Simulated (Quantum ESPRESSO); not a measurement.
# Equation of state of BaTiO3 (space group 99): energy against volume (Quantum ESPRESSO, PBE)

```
CELL_PARAMETERS angstrom
      3.91905     0.00000     0.00000
      0.00000     3.91905     0.00000
      0.00000     0.00000     3.96816
ATOMIC_POSITIONS crystal
  Ba 0.00000 0.00000 0.00000
  Ti 0.50000 0.50000 0.51300
  O  0.50000 0.50000 0.97700
  O  0.00000 0.50000 0.48700
  O  0.50000 0.00000 0.48700
```

Level of theory: PBE, GBRV 1.5 ultrasoft (PBE) pseudopotentials (plane waves; Quantum ESPRESSO). Settings: ecutwfc = 65 Ry; ecutrho = 520 Ry; occupations = smearing; smearing = fd; degauss = 0.000734986 Ry; potentials = {Ba: ba_pbe_v1.uspp.F.UPF, Ti: ti_pbe_v1.4.uspp.F.UPF, O: o_pbe_v1.2.uspp.F.UPF}; K_POINTS = automatic 8 8 8 0 0 0; conv_thr = 1e-10 Ry; mixing_beta = 0.3. The cell above is the first row's. The rows scale it uniformly. In all rows fractional positions and the k mesh are held. E is the free energy at the stated smearing, counted from the lowest row.

| V (Å^3/atom) | E (meV/atom) |
|---|---|
| 12.189 | 41.21 |
| 12.454 | 20.83 |
| 12.719 | 7.67 |
| 12.984 | 0.95 |
| 13.249 | 0.00 |
| 13.514 | 4.21 |
| 13.779 | 13.03 |
| 14.044 | 25.98 |
| 14.309 | ? |

Fit E of the 8 rows that show it with the third-order Birch-Murnaghan form, a cubic in V^(-2/3). With u = V^(-2/3) - 0.180, the rows have u = 0.008808, 0.006120, 0.003526, 0.001020, -0.001401, -0.003744, -0.006011, -0.008207. Least squares gives E = -0.108 + 567.44·u + 462119·u² + 686666·u³. Residuals (row less fit): -0.001, -0.001, 0.002, -0.002, -0.002, 0.001, 0.001, -0.001; standard error 0.002 (degrees of freedom: 4). Its minimum lies at u = -0.000615, so V0 = (0.179385)^(-3/2) = 13.16. There d²E/du² = 921700 and d³E/du³ = 4120000, so B0 = (4/9) × 13.16^(-7/3) × 921700 × 0.160218 = 160 GPa (the last factor turns the table's units into GPa), and B0' = 4 + (2/3) × 0.179385 × (4120000)/921700 = 4.5. The program's pressures in the fitted runs (not shown) pass through zero at V = 13.16, 0.02 % from this V0.

Question: Predict the withheld E at V = 14.309 from the fit, and compare with the calculation.

Answer: u = -0.010334, so E = -0.108 + 567.44 × (-0.010334) + 462119 × (-0.010334)² + 686666 × (-0.010334)³ = 42.621 meV/atom. The calculation gives 42.63 meV/atom, 0.009 meV/atom above the prediction (under 0.05 % of the range of E in the table). The row lies outside the fitted rows, so this is an extrapolation.

Carrying the step between the two nearest rows on in a straight line would have given 38.93, off by 3.70; series whose last step already gives the withheld value aren't shown. The scan was laid around a cell of about the measured size, scaled by a guess for this functional; axis ratios and inner coordinates come from that cell. This is the room-temperature phase, which isn't the ground state. The runs keep the symmetry of the cell, so they don't test it for distortions. Spin-orbit coupling is off. The shape of the cell and the inner coordinates aren't relaxed, so V0 and B0 belong to this uniform scaling; a relaxed crystal lies no higher in energy and is usually softer (forces reach 0.81 eV/Å in these rows). Cutoffs and mesh are single choices, not tested for convergence of this quantity. Series with a scatter that would blur these digits, or in which a gap closes, are not shown. Nor are scans whose minimum lies at an end fitted in this form.
